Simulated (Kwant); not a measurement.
System: Ge/Si0.2Ge0.8 stack with 1 barrier. One parabolic valley. Leads of mass 0.12 mₑ with the band edge at 0; grid 0.1 nm; bias 0 V, dropping linearly over the stack.

```json
[
 {"layer": "1", "thickness (nm)": "3.2", "band offset (eV)": "0.12", "mass (mₑ)": "0.14"}
]
```

The device is made up for the run: typed textbook-type constants, with dimensions and the other settings drawn at random.

Model: one-band effective-mass tight-binding model in one dimension, coherent, no space charge (Kwant).

Sweep values stay those of the base run.

The thickness of the first barrier was swept, all else fixed.

| thickness of the first barrier (nm) | transmission at E = 89.16 meV | transmission at E = 134.6 meV | mean transmission over the sweep | transmission at E = 180.0 meV |
|---|---|---|---|---|
| 1.9 | 0.60 | 0.71 | 0.54 | 0.79 |
| 2.6 | 0.42 | 0.58 | 0.40 | 0.72 |
| 3.2 | 0.30 | 0.50 | 0.32 | 0.69 |
| 3.8 | 0.20 | 0.43 | 0.26 | 0.70 |
| 4.5 | 0.13 | 0.38 | 0.23 | 0.75 |

From the first row to the last the transmission at E = 89.16 meV goes from 0.60 to 0.13. From the first row to the last the transmission at E = 134.6 meV goes from 0.71 to 0.38.
